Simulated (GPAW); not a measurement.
Band structure of NbN (Fm-3m, 2 atoms in the cell).

```yaml
crystal:
  lattice:
    - [0.00000, 2.19500, 2.19500]
    - [2.19500, 0.00000, 2.19500]
    - [2.19500, 2.19500, 0.00000]
  atoms:
    - { symbol: Nb, position: [0.00000, 0.00000, 0.00000] }
    - { symbol: N, position: [0.50000, 0.50000, 0.50000] }
```

Computed with PBE, GPAW PAW datasets PBE (gpaw-data 1.0.1) (plane waves; GPAW 25.7.0).

Settings: mode = pw; ecut = 900 eV; xc = PBE; kpts = 17 17 17; mesh shift (steps) = 0 0 0; occupations.name = methfessel-paxton; occupations.width = 0.136 eV; occupations.order = 0; nbands = -8; convergence.density = 1e-05 e/electron; symmetry.symmorphic = false; symmetry.tolerance = 0.0005; maxiter = 150; bandpath_npoints = 40.

The starting cell has typed, rounded lattice constants, without a prior relaxation at this level. Spin polarisation is off.

Levels in eV from the Fermi level, bands 6 to 13:
```
point      6      7      8      9     10     11     12     13
-----  -----  -----  -----  -----  -----  -----  -----  -----
Γ      -3.32  -3.32  -3.32  -1.99  -1.99  -1.99  -0.12  -0.12
X      -5.73  -5.03  -3.99  -3.99   1.63   2.82   2.82   4.09
W      -6.66  -6.01  -6.01  -0.08  -0.08   2.83   3.49   4.61
K      -6.80  -5.97  -5.62  -1.89   2.02   2.19   4.12   4.46
L      -9.11  -7.04  -7.04   1.51   1.51   2.01   4.56   6.83
U      -6.80  -5.97  -5.62  -1.89   2.02   2.19   4.12   4.46
```

Bands cross the Fermi level along this path, so the cell is metallic at this level.
